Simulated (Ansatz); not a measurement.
CaO, response to strain

Start from CaO in the rock salt structure (space group Fm-3m, No. 225).

```
CaO
1.0
    0.00000     2.41535     2.41535
    2.41535     0.00000     2.41535
    2.41535     2.41535     0.00000
O Ca
1 1
Direct
  0.00000   0.00000   0.00000
  0.50000   0.50000   0.50000
```

Strains are applied to the cell and any free atomic positions relax.

Method: Ansatz (a program for electronic structure), PBE, PAW, cutoff 420 eV, spin-orbit coupling left out.

Notes on the quantities. energy relative to the base: free energy F.

```tsv
isotropic strain (%)	energy relative to the base (meV/atom)
-4.13	82.1
0	0.0
0.36	0.6
2.1	?
2.77	29.2
4.8	82.2
```

Q: Fit ΔE = Aε² + Bε³ (ε in %) to the rows shown and predict the withheld row.

A: Least squares on the printed values gives A = 4.23 and B = -0.14 meV/atom (largest residual 0.3 meV/atom); this predicts 17.4 meV/atom, and the run gives 17.1 meV/atom, 0.3 lower.

Whether these cells are dynamically stable was not tested.
